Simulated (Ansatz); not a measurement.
Start from Ta in the bcc (W type) structure (space group Im-3m, No. 229; a = 3.282 Å; relaxed with 0.1 eV smearing). Axes: x, y, z lie along the cube axes.

Computed with PBEsol/PAW in Ansatz (a program for electronic structure), no SOC.

One thing is altered: an isotropic linear strain of +2.50 %; the atoms relax in the strained cell.

Question: Predict the stress tensor and what it implies for the stiffness.

Answer: Stress of the strained cell less that of the base (GPa, compression positive):
```
  -13.3     0.0     0.0
    0.0   -13.3     0.0
    0.0     0.0   -13.3
```

Then B = −ΔP/(ΔV/V₀) with ΔV/V₀ = 0.0769 gives secant stiffness values (nonlinear terms included at this strain): B ≈ 173 GPa.

As a check, the harmonic strain energy −½ V₀ Δσ:ε is 55 meV/atom; the computed energy rise is 60 meV/atom.

Stability against distortions was not tested. The final runs are not spin-polarised.
